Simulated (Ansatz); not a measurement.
Ansatz (a first-principles code), DFT, PBE, plane waves, its default PAW files: Ru(0001) slab of 4 layers, 3x3, atoms displaced (Ru36), unrelaxed, 36 atoms. Basis and mesh were picked for this test and aren't claimed converged.

```
Item                                                      Value
-----------------------------  --------------------------------
cell                           8.12, 8.12, 20.42 Å; 90, 90, 60°
distance to the nearest atom                     2.57 to 2.67 Å
task                                               single point
k mesh                                                    4×4×1
hamiltonian.xc                                              pbe
kind of files                                               paw
scf.occupations.method                              fermi_dirac
scf.occupations.width                                    0.1 eV
output.forces                                              true
memory maximum (--max-ram)                               200GiB
accuracy                                       medium (default)
basis.precision                                  auto (default)
basis.xc_grid                                       2 (default)
scf.eigensolver.kind                             auto (default)
scf.convergence.dr2_threshold                   1e-07 (default)
scf.lower_state_search                          light (default)
k-points after symmetry                                      10
bands at the start                                          346
electrons                                                   576
plane waves at Γ                                          22791
cutoff (eV)                                                 420
FFT grid                                              60×60×144
symmetry operations                                           1
```

Settings of this run: scf.mixing.algorithm = broyden, scf.mixing.preconditioner = kerker; 88 threads.

| iteration | dr2 (eV) | Hψ |
|---|---|---|
| 1 | 3.55e0 | 13388 |
| 2 | 3.70e0 | 4302 |
| 3 | 3.77e-1 | 3596 |
| 4 | 2.33e-1 | 4441 |
| 5 | 9.37e-2 | 4020 |
| 6 | 3.25e-2 | 4921 |
| 7 | 2.02e-2 | 3494 |
| 8 | 2.02e-2 | 3613 |
| 9 | 1.89e-2 | 3457 |
| 10 | 7.01e-3 | 3468 |
| 11 | 6.29e-3 | 3471 |
| 12 | 5.67e-3 | 3722 |
| 13 | 5.41e-3 | 3955 |
| 14 | 4.75e-3 | 3662 |
| … | … | … |
| 21 | 1.52e-3 | 3573 |
| 22 | 1.11e-3 | 3801 |
| 23 | 4.28e-4 | 3876 |
| 24 | 1.59e-4 | 4069 |
| 25 | 1.43e-4 | 3985 |
| 26 | 6.55e-5 | 4455 |
| 27 | 3.26e-5 | 4002 |
| 28 | 1.48e-5 | 4925 |
| … | … | … |
| 34 | 5.21e-7 | 4906 |
| 35 | 2.55e-7 | 4716 |
| 36 | 2.94e-7 | 5041 |
| 37 | 1.58e-7 | 4178 |
| 38 | 1.52e-7 | 9124 |
| 39 | 1.16e-7 | 4852 |
| 40 | 1.00e-7 | 8321 |
| 41 | 7.33e-8 | 8470 |

It converged after 41 SCF iterations (all cycles of the run, searches included).

### Question
The cycle is slow. Which setting should be changed?

### Answer
This is not unique; one that fits is scf.mixing.preconditioner = auto (default) (9 SCF iterations (all cycles of the run, searches included)), all else kept; the first takes 10 s against 29 s on an otherwise empty node (Arm Neoverse V2). The other changes of this size gave: scf.mixing.preconditioner = none (35); scf.mixing.algorithm = auto (default) (45). The first change moves the result by: energy under 0.001 meV/atom, forces (largest component) 0.037 meV/Å.

Keys are those of Ansatz 0.2.
